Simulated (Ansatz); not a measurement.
How the bulk modulus B0 of CsCl-type HfOs moves with the method

No measured value is used here.

```
level (code)     value (GPa)  cell (Å³/atom)
---------------  -----------  --------------
LDA (Ansatz)             253           16.38
PBEsol (Ansatz)          239           16.76
r²SCAN (Ansatz)          235           17.08
```

Density-functional levels without +SOC have no spin–orbit coupling. LDA, PBEsol, r²SCAN: the bulk modulus is −V dP/dV from two relaxed cells at ±2 % in volume. Each level is taken at its own relaxed cell. Cutoffs differ between the levels. Ansatz's density-functional and Hartree–Fock values are scalar-relativistic unless marked +SOC, with PAW data made under PBE.

Ansatz is a first-principles code.
